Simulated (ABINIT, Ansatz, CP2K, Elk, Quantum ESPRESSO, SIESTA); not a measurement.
Code comparison for LiNbSe2 (P6_3/mmc, 8 atoms in the cell)

Self-consistent single point, at a second geometry (lattice scaled by 0.98). First geometry:

```
LiNbSe2
1.0
    3.53331     0.00000     0.00000
   -1.76666     3.05994     0.00000
    0.00000     0.00000    13.54232
Li Nb Se
2 2 4
Cartesian
  0.00000   0.00000   0.00000
  0.00000   0.00000   6.77116
  0.00000   0.00000   3.38558
  0.00000   0.00000  10.15674
  0.00000   2.03996   1.71920
  1.76666   1.01998  11.82312
  1.76666   1.01998   8.49036
  0.00000   2.03996   5.05196
```

Shared settings, as Ansatz (a first-principles code) writes them: kpoints.mp_grid.grid = 6 6 2; scf.occupations.method = fixed. Potentials and cutoffs stand in the table.

```tsv
code	model	ΔF from the first geometry (meV/atom)	pressure (GPa)	largest force (eV/Å)	gap on the mesh (eV)	cutoff
Ansatz	PBEsol, PAW files made with PBE	-5.2	2.53	0.271	0.586	default
ABINIT	PBEsol, norm-conserving pseudopotentials (PseudoDojo nc-sr-04 PBEsol standard)	-4.9	2.58	0.274	0.584	86 Ry
Elk	PBEsol, all-electron FP-LAPW, Elk's shipped species files, APW+lo basis with extra local orbitals	-4.9	–	–	0.586	rgkmax 7.5
Quantum ESPRESSO	PBEsol, GBRV 1.5 ultrasoft (PBESOL) pseudopotentials	-5.3	2.46	0.267	0.583	40 Ry
SIESTA	GGA PBEsol, numerical atomic orbitals DZP, PseudoDojo PBEsol standard norm-conserving potentials (rewritten from UPF to PSML)	16.1	6.21	0.950	0.693	grid 350 Ry
CP2K	PBEsol, GPW, DZVP-MOLOPT-SR-GTH basis, GTH-PBE potentials (GTH_POTENTIALS)	7.3	4.59	0.431	0.610	grid 500 Ry
```

A dash marks a value that a program does not give, or that is left out as unsure.

Gaps are read on the mesh.

The spread over the programs that give each value: ΔF from the first geometry within 21.4 meV/atom; pressure within 3.75 GPa; largest force within 0.683 eV/Å; gap on the mesh within 0.110 eV.

SIESTA and CP2K use small atom-centred bases, whose incompleteness enters pressures, forces and empty levels differently from a plane-wave cutoff. Elk treats all electrons, but the usual bases taken here (sphere radii, linearisation, local orbitals, empty states) were not tested for convergence, so the values are no reference for the others. Ansatz's pressure is given at a fixed set of plane waves, as the other plane-wave codes print theirs. In the pressure, SIESTA (by 3.68) and CP2K (by 2.05) lie more than 1 GPa from the median of the plane-wave programs. In the force vectors, SIESTA (by 0.679) and CP2K (by 0.160) lie more than 0.08 eV/Å from the median of the plane-wave programs.

The starting cell comes from a database of computed structures (which also holds hypothetical and non-ambient phases and stackings), without a prior relaxation at this level. For this run, on top of that: lattice scaled by 0.98.

Left out of this page: FLEUR (with a known weakness of the program).

Keys are those of Ansatz 0.2.
